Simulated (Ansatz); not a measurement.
# The (111) surface of tetragonal WSi2 in its 1x1 cell (cut with top plane Si, bottom plane Si), outermost plane spacing 0.37 Å in the ideal cut (one of several cuts of this face), with 2 Si a cell over the bulk's ratio

Level of theory: PBE (plane waves to 420 eV, PAW; Ansatz, a program for electronic structure).

Set-up: 29 atoms, Si20W9, 10.2 Å thick at the start (thin: gaps and levels are the slab's own); mesh 9x5x1; 0.1 eV smearing; dipole correction on; all atoms relaxed; held to the part of the start's symmetry that mesh and held atoms allow; no spin, no spin-orbit, no U.

The work function of the top face is 4.39 eV. The energy released by relaxation is 0.76 eV and the cost is around 11 core-minutes (rough).
